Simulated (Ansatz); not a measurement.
The parent structure is SiC (space group P6_3mc, No. 186; a = 3.078 Å, c = 10.076 Å). Axes: x lies along a and z along c of the hexagonal cell.

The values are results of PBEsol (Ansatz, a program for electronic structure; PAW; 420 eV plane waves; no spin-orbit coupling), not measurements.

Base values:

```
Property                             Result
---------------------  --------------------
Valence-band top at Γ  0.00, 0.00, -0.05 eV
```

One thing is altered: tensile biaxial strain of 1.50 % in the plane normal to [001], as in epitaxy on a mismatched substrate; the out-of-plane cell vector and the atoms relax.

What happens to the hole mass, valence-band top at Γ and in-plane stress?

The hole mass comes out as 0.21 mₑ out of plane, 1.7 mₑ in plane (at Γ); the valence-band top at Γ (three highest levels, from the VBM) changes from 0.00, 0.00, -0.05 eV to 0.00, -0.11, -0.11 eV; the mean in-plane stress (compression positive) amounts to -8.4 GPa.

The levels and masses belong to the bands next to the band gap. Effective masses come from finite differences of ±0.01 Å⁻¹. Whether these cells are dynamically stable was not tested.
